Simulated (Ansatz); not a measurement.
Take GaP in the zinc blende structure (space group F-43m, No. 216) as the base.

```cif
data_Ga4P4
_chemical_formula_sum 'P4 Ga4'
_space_group_name_H-M_alt 'F-43m'
_space_group_IT_number 216
_space_group_name_Hall 'F -4 2 3'
_cell_length_a 5.45138
_cell_length_b 5.45138
_cell_length_c 5.45138
_cell_angle_alpha 90.000
_cell_angle_beta 90.000
_cell_angle_gamma 90.000
loop_
_atom_site_label
_atom_site_type_symbol
_atom_site_symmetry_multiplicity
_atom_site_Wyckoff_symbol
_atom_site_fract_x
_atom_site_fract_y
_atom_site_fract_z
_atom_site_occupancy
P1 P 4 c 0.25000 0.25000 0.25000 1
Ga1 Ga 4 a 0.00000 0.00000 0.00000 1
```
(The calculation used a cell of 2 atoms; values per cell refer to that cell.)

Computed with r2SCAN/PAW in Ansatz (a quantum-chemistry and plane-wave program), no spin-orbit coupling.

For the base:

The gap character is indirect, Γ → Γ–X (87 % along) and the shortest interatomic distance comes out as 2.361 Å. The density is 4.13 g/cm³ and the band gap comes out as 1.85 eV.

The change: In takes the place of Ga on all its sites; the structure is relaxed again.

Task: What does the calculation give for the gap character, shortest interatomic distance, density and band gap after the change?

Result: The gap character becomes direct at Γ (base: indirect, Γ → Γ–X (87 % along)); the shortest interatomic distance grows by 0.197 Å (2.361 Å → 2.558 Å); the density rises by 0.57 g/cm³, from 4.13 g/cm³ to 4.70 g/cm³; the band gap falls by 0.82 eV to 1.03 eV.

Whether these cells are dynamically stable was not tested.
